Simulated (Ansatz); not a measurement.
La3SiGa5O14 (P3, No. 143, 23 atoms in the cell; start mp-1223148)

All values below come from r²SCAN+SOC in Ansatz (PAW).

Settings: plane-wave cutoff 560 eV, 6×6×6 k mesh, Fermi–Dirac smearing 0.01 eV, PAW data made under PBE.

Cell (relaxed with PBEsol):

```cif
data_Ga5La3O14Si
_chemical_formula_sum 'La3 Ga5 Si1 O14'
_space_group_name_H-M_alt 'P3'
_space_group_IT_number 143
_space_group_name_Hall 'P 3'
_cell_length_a 8.12143
_cell_length_b 8.12143
_cell_length_c 5.07961
_cell_angle_alpha 90.000
_cell_angle_beta 90.000
_cell_angle_gamma 120.000
loop_
_atom_site_label
_atom_site_type_symbol
_atom_site_symmetry_multiplicity
_atom_site_Wyckoff_symbol
_atom_site_fract_x
_atom_site_fract_y
_atom_site_fract_z
_atom_site_occupancy
La1 La 3 d 0.08825 0.33582 0.97246 1
Ga1 Ga 3 d 0.66358 0.10173 0.47947 1
Ga2 Ga 1 c 0.66667 0.33333 0.00152 1
Ga3 Ga 1 b 0.33333 0.66667 0.46438 1
Si1 Si 1 a 0.00000 0.00000 0.53059 1
O1 O 1 a 0.00000 0.00000 0.21082 1
O2 O 1 b 0.33333 0.66667 0.82292 1
O3 O 3 d 0.31644 0.45215 0.31515 1
O4 O 3 d 0.20358 0.15099 0.67198 1
O5 O 3 d 0.54704 0.10095 0.78832 1
O6 O 3 d 0.45880 0.16533 0.26255 1
```

- band gap: 4.52 eV

Note: cell and atoms aren't relaxed at this level (largest force component 0.46 eV/Å, pressure 0.6 GPa).

The computed numbers hold no vibrational or temperature effects.

Computing time: roughly 90 core-minutes.

A start named mp-… is a Materials Project structure, which need not be a measured phase.

Ansatz is a quantum-chemistry and plane-wave program.
